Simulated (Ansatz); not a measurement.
# Thickness series in C

Start from C in the graphite type structure (space group P6_3/mmc, No. 194; layered, stacked along the Cartesian z axis).

```yaml
crystal:
  lattice:
    - [2.45828, 0.00000, 0.00000]
    - [-1.22914, 2.12894, 0.00000]
    - [0.00000, 0.00000, 6.56476]
  atoms:
    - { symbol: C, position: [0.00000, 0.00000, 0.25000] }
    - { symbol: C, position: [0.00000, 0.00000, 0.75000] }
    - { symbol: C, position: [0.33333, 0.66667, 0.25000] }
    - { symbol: C, position: [0.66667, 0.33333, 0.75000] }
```

Free-standing slabs (2 atom(s) a layer) normal to the stacking axis with 15 Å of vacuum; in-plane cell relaxed.

All numbers come from plane-wave PAW DFT at the PBEsol-D3(BJ) level (Ansatz, a first-principles code, 420 eV), scalar-relativistic without spin-orbit coupling.

Notes on the quantities. layer's space group: with vacuum.

| change | thickness between the outermost nuclei | layer's space group |
|---|---|---|
| 1 layer | – | P6/mmm (No. 191) |
| 2 layers | ? | P-3m1 (No. 164) |
| 3 layers | ? | P-6m2 (No. 187) |
| 4 layers | ? | P-3m1 (No. 164) |

### Question
Some entries are withheld; estimate them.

### Answer

- 2 layers, thickness between the outermost nuclei: 3.34 Å
- 3 layers, thickness between the outermost nuclei: 6.63 Å
- 4 layers, thickness between the outermost nuclei: 9.91 Å

Whether these cells are dynamically stable was not tested.
